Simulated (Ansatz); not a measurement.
S on the O site in monoclinic HfO2: one set of geometries, relaxed with PBE, evaluated in Ansatz (PAW, plane waves to 420 eV, 500 eV under r2SCAN) with PBE, r2SCAN.

Cell and caveats: 96-site cell; 2×2×2 shifted k-points; start: the O(1,3-fold) site; charged states image-corrected; no spin–orbit coupling; not converged in cell size; flagged in the runs: a host whose relaxation on this sampling wasn't shown to rest.

| quantity | PBE | r2SCAN |
|---|---|---|
| host gap (eV) | 4.04 | [?] |
| ε(+1/0) above the VBM (eV) | 0.67 | [?] |
| largest moment on one atom at charge +1 (μB) | 0.37 | [?] |
| neutral formation energy against O2 molecule in a box, S8 molecule in a box (eV) | 4.99 | [?] |

**Question.** Given the lower rungs, what does r2SCAN give?

**Answer.** 
- host gap (eV), r2SCAN: 4.54
- ε(+1/0) above the VBM (eV), r2SCAN: 0.83
- largest moment on one atom at charge +1 (μB), r2SCAN: 0.40
- neutral formation energy against O2 molecule in a box, S8 molecule in a box (eV), r2SCAN: 5.01

Ansatz is a quantum-chemistry and plane-wave program.
